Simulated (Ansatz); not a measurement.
Consider FePt (space group P4/mmm, No. 123; a = 2.735 Å, c = 3.722 Å; ferromagnetic; relaxed with 0.1 eV smearing). Axes: x, y, z lie along a, b, c of the conventional cell.

Calculations: r2SCAN (Ansatz, a first-principles code), scalar-relativistic without spin-orbit coupling.

Now apply this change: biaxial strain +3.12 %, plane normal [001], relaxed out of plane (Cartesian); in-plane vectors clamped, the third vector and the atoms free.

What does the calculation give for the out-of-plane strain after the change?

The out-of-plane strain comes out as -3.26 %.

The magnetic state is the one reached from the starting moments; the real material's order can differ, and small cells can't hold many antiferromagnetic ones. Whether these cells are dynamically stable was not tested.
